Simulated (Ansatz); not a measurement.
Hypothetical P6_422 BAs, pressure series

The parent structure is BAs (space group P6_422, No. 181; a = 3.4290 Å, c = 7.4031 Å; a hypothetical phase, not in the database extracts checked).

Cell and atoms are relaxed at each pressure.

Method: PBEsol (Ansatz, an electronic-structure program, PAW, scalar-relativistic without spin-orbit coupling).

```csv
P (GPa),V (Å³/atom)
-2.00,12.742
-1.00,12.651
0.30,12.539
0.70,12.506
1.50,12.440
3.00,12.321
5.00,12.172
7.49,11.998
9.99,11.835
```

Q: Fit a third-order Birch–Murnaghan equation of state.

A: Least squares on P(V) = (3B₀/2)[(V₀/V)^(7/3) − (V₀/V)^(5/3)]·[1 + (3/4)(B₀′ − 4)((V₀/V)^(2/3) − 1)] gives V₀ = 12.56 Å³/atom, B₀ = 147 GPa and B₀′ = 4.2.

Between the base and pressure 10 GPa the gap moves from 0.31 eV to 0.13 eV, a mean slope of -17 meV/GPa.

Load acts through the strain it causes; cell and atoms are relaxed under it. Whether these cells are dynamically stable was not tested. No other phases were tried under pressure. The base started in P3_121 and relaxed to P6_422 at this level. A zero or small gap of BAs under pressure 0.7 GPa, BAs under pressure 1.5 GPa, BAs under pressure 3 GPa and BAs under pressure 5 GPa can be the functional's error rather than a property of the material.
